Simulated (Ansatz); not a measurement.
## Variants of one calculation on RbAsF6 (R-3, 8 atoms in the cell)

```
RbAsF6
1.0
    3.71746     2.14628     2.47588
   -3.71746     2.14628     2.47588
    0.00000    -4.29255     2.47588
Rb As F
1 1 6
Direct
  0.50000   0.50000   0.50000
  0.00000   0.00000   0.00000
  0.07742   0.71201   0.79961
  0.92258   0.28799   0.20039
  0.79961   0.07742   0.71201
  0.20039   0.92258   0.28799
  0.71201   0.79961   0.07742
  0.28799   0.20039   0.92258
```

Base run A: PBEsol, default PAW files made with PBE in Ansatz (a program for electronic structure), self-consistent single point.

Its settings: basis.ecutwfc = 420 eV; kpoints.mp_grid.grid = 4 4 4; hamiltonian.xc = pbesol; hamiltonian.pseudopotentials = {kind: paw} (the program's default PAW files); scf.occupations.method = gaussian; scf.occupations.width = 0.01 eV.

The starting cell comes from a database of computed structures (which also holds hypothetical and non-ambient phases and stackings), without a prior relaxation at this level. Ansatz's pressure includes its estimate of the finite-basis (Pulay) stress.

ΔF is the free energy per atom less that of run A. A dash stands where there is no value to compare (another energy zero or no entropy term, no result, no spin, no clean gap, or a mesh too coarse for one). Absolute energies have different zeros for different potentials, functionals, Hubbard and dispersion terms and are not compared across them.

Runs:
- B: scf.convergence.dr2_threshold: default (1e-07 eV) → 0.001 eV
- C: 1 x 2 x 1 supercell, mesh divided to match; kpoints.mp_grid.grid: 4 4 4 → 4 2 4
- D: hamiltonian.dispersion: default → d3bj [PBEsol-D3BJ]
- E: scf.occupations.width: 0.01 eV → 0.025 eV
- F: scf.mixing.preconditioner: default (the program chose Resta) → kerker; scf.mixing.q_tf: default → 1.5
- G: scf.mixing.algorithm: default (the program chose MSR1) → msr1; scf.mixing.ndim: default → 2
- H: scf.mixing.algorithm: default (the program chose MSR1) → broyden; scf.mixing.beta: default → 0.2

| run | ΔF (meV/atom) | pressure (GPa) | largest force (eV/Å) | gap on the mesh (eV) | k-points | valence electrons |
|---|---|---|---|---|---|---|
| A | 0.00 | 1.60 | 0.156 | 5.621 | 14 | 66 |
| B | 0.00 | 1.60 | 0.156 | 5.621 | 14 | 66 |
| C | 0.00 | 1.60 | 0.156 | 5.621 | 20 | 132 |
| D | – | 0.65 | 0.156 | 5.621 | 14 | 66 |
| E | 0.00 | 1.60 | 0.156 | 5.621 | 14 | 66 |
| F | 0.00 | 1.60 | 0.156 | 5.621 | 14 | 66 |
| G | 0.00 | 1.60 | 0.156 | 5.621 | 14 | 66 |
| H | 0.00 | 1.60 | 0.156 | 5.621 | 14 | 66 |

Run D against A: The pressure goes from 1.60 to 0.65 GPa, the largest force stays at 0.156 eV/Å and the gap on the mesh stays at 5.621 eV.

Run F against A: The free energy hardly moves (within 1 meV/atom), the pressure stays at 1.60 GPa, the largest force stays at 0.156 eV/Å and the gap on the mesh stays at 5.621 eV.

Run B against A: The free energy is nearly the same (within 1 meV/atom), the pressure stays at 1.60 GPa, the largest force stays at 0.156 eV/Å and the gap on the mesh stays at 5.621 eV.

Keys are those of Ansatz 0.2.
